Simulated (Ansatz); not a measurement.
Consider BeTe in the zinc blende structure (space group F-43m, No. 216; a = 5.657 Å).

Method: Ansatz (an electronic-structure program), r2SCAN, PAW, cutoff 500 eV, no spin-orbit coupling.

Before the change:

| Property | Result |
|---|---|
| Valley order | X along ⟨100⟩ 2.37 eV; L along ⟨111⟩ 3.51 eV |
| Volume per atom | 22.63 Å³ |
| Electron mass | 2.1 mₑ along k, 0.25 mₑ across (at X) |

One thing is altered: hydrostatic tension (pressure −1 GPa).

Problem. What happens to the valley order?

Solution. The valley order (the lowest conduction-band minima on the path, energy above the VBM, named in the base's zone) changes from X along ⟨100⟩ 2.37 eV; L along ⟨111⟩ 3.51 eV to X along ⟨100⟩ 2.42 eV; L along ⟨111⟩ 3.46 eV.

Problem. How does this affect the mean gap deformation potential ΔEg/Δln V?

Solution. The mean gap deformation potential ΔEg/Δln V amounts to +2.4 eV.

Problem. Estimate the effect on the volume per atom.

Solution. The volume per atom increases by 0.405 Å³, from 22.63 Å³ to 23.03 Å³.

Problem. What happens to the electron mass?

Solution. The electron mass changes from 2.1 mₑ along k, 0.25 mₑ across (at X) to 2.2 mₑ along k, 0.25 mₑ across (at X).

Spin-orbit coupling, missing from the scalar runs, can matter with Te. Load acts through the strain it causes; cell and atoms are relaxed under it. Effective masses come from finite differences of ±0.01 Å⁻¹. Along k means along the line from Γ to the band edge. Stability against distortions was not tested.
